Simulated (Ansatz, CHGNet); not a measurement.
# How the lattice constant a of AlN (model structure, started from the CsCl type, Pm-3m, No. 221, 2 atoms in the cell) moves with the method

No measured value is used here.

| level (code) | value (Å) |
|---|---|
| CHGNet-r²SCAN | 2.483 |
| LDA (Ansatz) | 2.570 |
| PBE (Ansatz) | ? |
| PBEsol (Ansatz) | 2.594 |
| PBE-D3(BJ) (Ansatz) | ? |
| r²SCAN (Ansatz) | 2.586 |
| r²SCAN+rVV10 (Ansatz) | 2.583 |

**Question.** Some entries are withheld; supply them.

**Answer.** 
- PBE (Ansatz, a first-principles code), value (Å): 2.614
- PBE-D3(BJ) (Ansatz), value (Å): 2.588

Cutoffs differ between the levels. Ansatz's density-functional and Hartree–Fock values are scalar-relativistic unless marked +SOC, with PAW data made under PBE.

Machine-learned potentials (CHGNet-r²SCAN) are trained on DFT data: a solid inside that data is no test of them.

A model structure was made by putting elements into a prototype or built by hand; it is no filed structure, need not be a known phase, and can be a saddle point held by its symmetry.
